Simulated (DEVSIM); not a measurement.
Device: Cr/Si3N4/p-Si capacitor, at 500 K.

```
layer (left to right)  material  thickness (nm)  Na (cm⁻³)
---------------------  --------  --------------  ---------
1                         Si3N4            28.0          -
2                            Si             780     5.4e17
```

Metal gate on the left, work function 4.5 eV. Fixed charge at the semiconductor interface 0 cm⁻² (in units of +e); no interface traps.

Constants are typed, rounded textbook-type inputs, not results; the design itself was drawn at random and stands for no fabricated device. Values at 300 K; Nc and Nv go as T^1.5, mobilities as T to minus their exponent, the gap by Varshni's rule with the affinity fixed.

| parameter | Si3N4 | Si |
|---|---|---|
| gap (eV) | 5.1 | 1.124 |
| affinity (eV) | 2.1 | 4.05 |
| permittivity | 7.5 | 11.7 |
| Nc (cm⁻³) | - | 2.86e19 |
| Nv (cm⁻³) | - | 3.1e19 |
| Varshni α (eV/K) | - | 0.000473 |
| Varshni β (K) | - | 636 |

Simulated with DEVSIM: 1D Poisson equation in equilibrium, Boltzmann statistics, complete ionisation; no quantum confinement or tunnelling. Metal contacts follow the ideal Schottky-Mott rule: no Fermi-level pinning, no interface dipoles.

Problem. Tabulate band edges, carrier densities and field at -3.2 V on the gate.

Solution. Energies count from the Fermi level of the right contact; mesh points crowd at the junctions.

| x (μm) | Ec (eV) | Ev (eV) | n (cm⁻³) | p (cm⁻³) | field (V/cm) |
|---|---|---|---|---|---|
| 0.000 | 5.600 | 0.500 | < 1e2 | < 1e2 | -940000 |
| 0.001243 | 5.484 | 0.384 | < 1e2 | < 1e2 | -940000 |
| 0.003703 | 5.253 | 0.154 | < 1e2 | < 1e2 | -940000 |
| 0.008574 | 4.798 | -0.302 | < 1e2 | < 1e2 | -940000 |
| 0.01968 | 3.758 | -1.342 | < 1e2 | < 1e2 | -940000 |
| 0.02443 | 3.314 | -1.786 | < 1e2 | < 1e2 | -940000 |
| 0.02682 | 3.090 | -2.010 | < 1e2 | < 1e2 | -940000 |
| 0.02831 | 1.014 | -0.052 | 3.7e9 | 2.0e19 | -480000 |
| 0.02994 | 0.960 | -0.105 | 1.3e10 | 5.8e18 | -230000 |
| 0.03358 | 0.908 | -0.157 | 4.3e10 | 1.7e18 | -87000 |
| 0.04103 | 0.874 | -0.192 | 9.6e10 | 7.8e17 | -23000 |
| 0.06466 | 0.858 | -0.207 | 1.4e11 | 5.5e17 | -770 |
| 0.1064 | 0.858 | -0.208 | 1.4e11 | 5.4e17 | ≈ 0 |
| 0.1942 | 0.858 | -0.208 | 1.4e11 | 5.4e17 | ≈ 0 |
| 0.4675 | 0.858 | -0.208 | 1.4e11 | 5.4e17 | ≈ 0 |
| 0.6467 | 0.858 | -0.208 | 1.4e11 | 5.4e17 | ≈ 0 |
| 0.7319 | 0.858 | -0.208 | 1.4e11 | 5.4e17 | ≈ 0 |
| 0.7724 | 0.858 | -0.208 | 1.4e11 | 5.4e17 | ≈ 0 |
| 0.7954 | 0.858 | -0.208 | 1.4e11 | 5.4e17 | ≈ 0 |
| 0.8026 | 0.858 | -0.208 | 1.4e11 | 5.4e17 | ≈ 0 |
| 0.8062 | 0.858 | -0.208 | 1.4e11 | 5.4e17 | ≈ 0 |
| 0.8080 | 0.858 | -0.208 | 1.4e11 | 5.4e17 | ≈ 0 |
